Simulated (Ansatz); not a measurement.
# Response to strain in Zr

The reference is Zr in the hcp (Mg type) structure (space group P6_3/mmc, No. 194; a = 3.244 Å, c = 5.158 Å; relaxed with 0.1 eV smearing).

Strains are applied to the cell and any free atomic positions relax.

Calculations: Ansatz (a quantum-chemistry and plane-wave program) r2SCAN, no SOC.

Notes on the quantities. pressure: mean of the normal stresses, compression positive; energy relative to the base: free energy F.

```
case                        pressure  volume per atom  energy relative to the base
------------------------  ----------  ---------------  ---------------------------
base                         0.0 GPa         23.51 Å³                   0 meV/atom
isotropic strain −3.00 %    10.0 GPa         21.46 Å³                 +60 meV/atom
isotropic strain −2.50 %     8.1 GPa         21.79 Å³                 +42 meV/atom
isotropic strain −2.00 %     6.3 GPa         22.13 Å³                 +26 meV/atom
isotropic strain −1.50 %  (withheld)         22.47 Å³                   (withheld)
isotropic strain −1.00 %     3.0 GPa         22.81 Å³                +6.4 meV/atom
isotropic strain −0.50 %     1.5 GPa         23.16 Å³                +1.6 meV/atom
```

Question: Complete the table.

Answer: 
- isotropic strain −1.50 %, pressure: 4.6 GPa
- isotropic strain −1.50 %, energy relative to the base: +15 meV/atom

No phonon test of stability was made. All final runs are without spin polarisation.
